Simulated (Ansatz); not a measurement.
Consider BP in the zinc blende structure (space group F-43m, No. 216; a = 4.520 Å).

Method: PBEsol, PAW, 420 eV (Ansatz, a program for electronic structure; no SOC).

Strains are applied to the cell and any free atomic positions relax.

One change was made to it. Results:

```json
[
 {"quantity": "band gap", "base": "1.11 eV", "after": "0.98 eV"},
 {"quantity": "smallest direct gap", "base": "3.38 eV", "after": "3.54 eV"},
 {"quantity": "energy relative to the base (free energy F)", "base": "0 meV/atom", "after": "+54 meV/atom"}
]
```

Q: Which of these changes matches the shifts?
A. isotropic strain −2.50 %
B. isotropic strain −3.00 %
C. isotropic strain +2.00 %
D. isotropic strain −0.50 %
E. isotropic strain +1.00 %

A: B, isotropic strain −3.00 %. For comparison, the energy relative to the base in the other runs: isotropic strain +1.00 % gives +5.4 meV/atom; isotropic strain +2.00 % gives +21 meV/atom; isotropic strain −2.50 % gives +37 meV/atom; isotropic strain −0.50 % gives +1.4 meV/atom.

No phonon test of stability was made.
